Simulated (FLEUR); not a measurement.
A self-consistent single point of Na2Cl (P4/mmm, 6 atoms in the cell) with FLEUR.

Method of the run: PBEsol, all-electron FLAPW (FLEUR), scalar-relativistic valence.

```yaml
crystal:
  lattice:
    - [3.56747, 0.00000, 0.00000]
    - [0.00000, 3.56747, 0.00000]
    - [0.00000, 0.00000, 12.63287]
  atoms:
    - { symbol: Na, position: [0.00000, 0.00000, 0.22690] }
    - { symbol: Na, position: [0.00000, 0.00000, 0.77310] }
    - { symbol: Na, position: [0.00000, 0.00000, 0.50000] }
    - { symbol: Na, position: [0.50000, 0.50000, 0.00000] }
    - { symbol: Cl, position: [0.50000, 0.50000, 0.35918] }
    - { symbol: Cl, position: [0.50000, 0.50000, 0.64082] }
```

Reference input (self-consistent single point, DFT, LDA (Vosko-Wilk-Nusair), all-electron FLAPW (FLEUR), scalar-relativistic valence): Kmax = 3.8 1/bohr; GmaxXC = 15.2 1/bohr; xcFunctional = vwn; jspins = 1; l_soc = F; mode = hist; fermiSmearingEnergy = 0.00499791 Htr; mesh (inpgen div1-3) = 8 8 2; inpgen gamma flag = true; Gmax = 15.2 1/bohr; numbands = 0; maxIterBroyd = 99. This run's input differs from it in these lines:

```diff
@@ -18,3 +18,3 @@
 &comp jspins=1 /
-&exco xctyp='vwn' /
+&exco xctyp='PBEs' /
 &kpt div1=8 div2=8 div3=2 gamma=t /
@@ -31,3 +31,3 @@
       <coreElectrons ctail="T" frcor="F" kcrel="0" coretail_lmax="0"/>
-      <xcFunctional name="vwn" relativisticCorrections="F"/>
+      <xcFunctional name="PBEs" relativisticCorrections="F"/>
       <magnetism jspins="1"/>
```

Output, abridged:

```
 Iteration:     1   Distance:       3.45191284 me/bohr^3
 Iteration:     2   Distance:       3.05221017 me/bohr^3
 Iteration:     3   Distance:       1.30595661 me/bohr^3
 Iteration:     4   Distance:       0.78200255 me/bohr^3
 Iteration:     5   Distance:       0.38126232 me/bohr^3
   [... 8 lines left out ...]
 Iteration:    14   Distance:       0.00029537 me/bohr^3
 Iteration:    15   Distance:       0.00002966 me/bohr^3
 Iteration:    16   Distance:       0.00002052 me/bohr^3
 Iteration:    17   Distance:       0.00000685 me/bohr^3
 Reset of history
 Run finished successfully
 Stop message:
   Structural relaxation: new displacements generated

[file out, last iteration]
             iter=     18
[...]
          total density-effective poten   -2.4340518394E+03
          total charge density-energy d   -1.1089823030E+02
 Updated energy parameters for spin:           1
[...]
 fermi energy and band-weighting factors:

[...]
FERMIE:
          first approx. to ef    (T=0)  :   0.089594 htr   (energy of the highest occ. eigenvalue)
          number of occ. states  (T=0)  :        749
          first approx. to seigv (T=0)  : -38.183121 htr
          sum of weights of occ. states :  25.046875
          sum of semicore charge        :   0.000000 e
FERHIS:  Fermi-Energy by histogram:
          bandgap                     :   0.000126 htr
   [... lines left out ...]
          charge neutrality (T=0)     :   0.093750    (zero if the highest occ. eigenvalue is "entirely" occupied)
     EF_NEWTON:  Adjust Fermi-Energy by Newton-Method.
 Direct bandgap for spin            1 :    1.1563727298404630E-002  Htr
 ---->    free energy=                     -1570.0551541030 htr
   [... lines left out ...]
 TOTAL FORCE FOR ATOM TYPE=  2  X=  0.000   Y=  0.000   Z= 11.936
                       FX_TOT= 0.000000 FY_TOT= 0.000000 FZ_TOT= 0.000000
 TOTAL FORCE FOR ATOM TYPE=  3  X=  3.371   Y=  3.371   Z=  0.000
                       FX_TOT= 0.000000 FY_TOT= 0.000000 FZ_TOT= 0.000000
 TOTAL FORCE FOR ATOM TYPE=  4  X=  3.371   Y=  3.371   Z=  8.575
                       FX_TOT= 0.000000 FY_TOT= 0.000000 FZ_TOT= 0.001264
```

The run converged in 17 iterations. FLEUR gives forces in its relaxation mode, with a further iteration, so its stop message speaks of a relaxation. Against the reference run the largest force goes from 0.182 to 0.117 eV/Å.

The starting cell comes from a database of computed structures (which also holds hypothetical and non-ambient phases and stackings), without a prior relaxation at this level. Its lattice was rescaled by a random factor within 2.5 % of one. Values depend on the basis (sphere radii, cutoffs, local orbitals), which need not be converged. No gap is read from this output. The log's line on a gap gives a spacing of levels on this mesh, which the program prints for metals too.

Cost on one core of a shared machine: roughly 5 min.
